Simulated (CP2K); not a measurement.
Band structure of MgAu (Pm-3m, 2 atoms in the cell).

```
MgAu
1.0
    3.23851     0.00000     0.00000
    0.00000     3.23851     0.00000
    0.00000     0.00000     3.23851
Mg Au
1 1
Direct
  0.50000   0.50000   0.50000
  0.00000   0.00000   0.00000
```

Method of the run: PBEsol, GPW, DZVP-MOLOPT-SR-GTH basis, GTH-PBE potentials (GTH_POTENTIALS) (CP2K).

Settings: CUTOFF = 1000 Ry; REL_CUTOFF = 60 Ry; SMEAR/METHOD = GAUSSIAN; SIGMA = 0.1 eV; KPOINTS/SCHEME = MONKHORST-PACK 7 7 7; XC_FUNCTIONAL = PBE:PBESOL; Mg/BASIS_SET = DZVP-MOLOPT-SR-GTH; Mg/POTENTIAL = GTH-PBE-q10; Au/BASIS_SET = DZVP-MOLOPT-SR-GTH; Au/POTENTIAL = GTH-PBE-q11; METHOD = GPW; EPS_DEFAULT = 1e-10; EXTRAPOLATION = USE_GUESS; NGRIDS = 5.

The starting cell comes from a database of computed structures (which also holds hypothetical and non-ambient phases and stackings), without a prior relaxation at this level. Its lattice was rescaled by a random factor within 2.5 % of one. Spin-orbit coupling is off. Values carry the incompleteness of an atom-centred basis. The potentials were made for another functional than the one used.

Levels in eV from the Fermi level, bands 7 to 12:
| point | 7 | 8 | 9 | 10 | 11 | 12 |
|---|---|---|---|---|---|---|
| Γ | -6.06 | -4.21 | -4.21 | -4.21 | 5.72 | 5.72 |
| X | -4.96 | -4.96 | -4.52 | -4.13 | -2.68 | 11.79 |
| M | -4.81 | -4.81 | -3.46 | -1.55 | -1.55 | -0.57 |
| R | -6.19 | -3.42 | -3.42 | 2.05 | 2.05 | 2.05 |

Bands cross the Fermi level along this path, so the cell is metallic at this level.

Higher empty bands are left out: an atom-centred basis made for the valence describes them poorly.
